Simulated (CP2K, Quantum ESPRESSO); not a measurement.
# Pressure against volume in zinc-blende BeS (space group 216) (CP2K, PBE)

```
CELL_PARAMETERS angstrom
      3.38238     0.00000     0.00000
      1.69119     2.92923     0.00000
      1.69119     0.97641     2.76170
ATOMIC_POSITIONS crystal
  Be 0.00000 0.00000 0.00000
  S  0.75000 0.75000 0.75000
```

Method of the run: PBE, GPW, DZVP-MOLOPT-SR-GTH basis, GTH-PBE potentials (GTH_POTENTIALS) (CP2K 2026.2). Settings: CUTOFF = 780 Ry; REL_CUTOFF = 60 Ry; SMEAR/METHOD = FERMI_DIRAC; ELECTRONIC_TEMPERATURE = 116.05 K; KPOINTS/SCHEME = MONKHORST-PACK 12 12 12; GAMMA_CENTERED = T; XC_FUNCTIONAL = PBE; Be/BASIS_SET = DZVP-MOLOPT-SR-GTH; Be/POTENTIAL = GTH-PBE-q4; S/BASIS_SET = DZVP-MOLOPT-SR-GTH; S/POTENTIAL = GTH-PBE-q6; METHOD = GPW; EPS_DEFAULT = 1e-10; NGRIDS = 5; SCF_GUESS = ATOMIC; EPS_SCF = 1e-06. The cell above is the first row's. The rows scale it uniformly. In all rows fractional positions and the k mesh are held.

| V (Å^3/atom) | P (GPa) |
|---|---|
| 13.681 | 5.91 |
| 13.979 | 3.53 |
| 14.276 | 1.39 |
| 14.573 | -0.56 |
| 14.871 | -2.32 |
| 15.168 | -3.91 |
| 15.466 | -5.36 |
| 15.763 | -6.66 |
| 16.060 | ? |

Taking a cubic for P over the 8 complete rows: With u = V - 14.7, the rows have u = -1.0190, -0.7210, -0.4240, -0.1270, 0.1710, 0.4680, 0.7660, 1.0630. Least squares gives P = -1.331 - 5.9626·u + 1.0089·u² - 0.1100·u³. Residuals (row less fit): 0.001, -0.004, 0.003, -0.003, 0.002, 0.002, -0.004, 0.001; standard error 0.004 (degrees of freedom: 4). The fitted pressure is zero at V0 = 14.48, where dP/dV = -6.412, so B0 = -V0·dP/dV = 92.9 GPa.

What does the fit predict for P at V = 16.060, and how far is the calculated value from it?

u = 1.3600, so P = -1.331 - 5.9626 × 1.3600 + 1.0089 × 1.3600² - 0.1100 × 1.3600³ = -7.851 GPa. The calculation gives -7.85 GPa, which the fit meets to the printed digits. The row lies outside the fitted rows, so this is an extrapolation. From the scatter of the fitted rows alone, a prediction at this place has a standard error of 0.010 GPa, so the miss is 0.1 times that.

Carrying the step between the two nearest rows on in a straight line would have given -7.96, off by 0.11; series whose last step already gives the withheld value aren't shown. The scan was laid around a cell of about the measured size, scaled by a guess for this functional. The runs keep the symmetry of the cell, so they don't test it for distortions. A plane-wave scan with the same functional (Quantum ESPRESSO, GBRV) gives V0 = 14.51 Å^3/atom and B0 = 92.8 GPa; a Birch-Murnaghan fit to all rows here lies -0.1 % from it in V0 and 0 % in B0; the two differ in basis, and may differ in potentials and mesh. Values carry the incompleteness of an atom-centred basis. Cutoffs and mesh are single choices, not tested for convergence of this quantity. Series with a scatter that would blur these digits, or in which a gap closes, are not shown.
